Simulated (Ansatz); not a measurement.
System: interstitial Ga in wurtzite GaN (charge state +3). The step: several atoms move together, Ga the farthest; the atom moves 1.86 Å along (0.64, 0.37, 0.10) of the unit cell; the moving atom starts with neighbours 3 Ga at 2.46; 3 N at 1.95 Å and ends with N at 1.85, 2 N at 1.96, N at 2.22 Å. DFT values are from Ansatz (plane-wave PAW, 420 eV unless said) in a cell of 192 host sites, spin-restricted, static, with no finite-size correction. The charge state is imposed; whether it is stable for some Fermi level was not computed. Sites that were not tried may lie lower. For the PBE band: the saddle point's order was not checked.

| Level | Forward barrier (eV) | Cost of the band or of the saddle's single point |
|---|---|---|
| CHGNet universal potential (has no charge state), its own band | 0.53 | - |
| PBE, one k-point at (0.125, 0.250, 0.250), band relaxed | 0.68 | about 20 core-hours (a rough figure) |
| PBE, a 2×2×2 k-point mesh shifted by half a step along c, same geometries | 0.69 | very roughly 50 core-minutes |
| r2SCAN at 500 eV, one k-point at (0.125, 0.250, 0.250), same geometries | 0.61 | about 17 core-minutes (a rough figure) |
| PBE, Γ point alone, same geometries | 0.65 | about 6 core-minutes (a rough figure) |
| HSE06, Γ point alone, same geometries | [?] | about 2.4 core-hours (a rough figure) |

Question: Fill in the missing entries.

Answer: 
- HSE06, Γ point alone, same geometries, Forward barrier (eV): 0.58

Ansatz is an electronic-structure program.
